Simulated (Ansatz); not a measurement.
Consider the following.

```
BN
1.0
    2.50644     0.00000     0.00000
   -1.25322     2.17064     0.00000
    0.00000     0.00000     6.61469
B N
2 2
Cartesian
  0.00000   1.44709   1.65367
  1.25322   0.72355   4.96102
  0.00000   1.44709   4.96102
  1.25322   0.72355   1.65367
```

No spin polarisation.

A single point on BN, its geometry relaxed with PBE-D3(BJ).

All numbers come from Ansatz (a quantum-chemistry and plane-wave program) r2SCAN, no SOC. k-mesh 15×15×5 (Γ-centred); smearing 0.05 eV (Fermi–Dirac).

Task: Predict the smallest direct gap.

Result: 5.25 eV.

Task: What is the computed width of the top valence band?

Result: 3.29 eV.

Task: Estimate the gap character.

Result: Indirect, k = (0.267, 1/3, 0) in the run's primitive reciprocal basis → M.

Single points use the geometry relaxed with PBE-D3(BJ). Stability against distortions was not tested. The cell is BN in the h-BN type structure (space group P6_3/mmc, No. 194; layered, stacked along the Cartesian z axis).
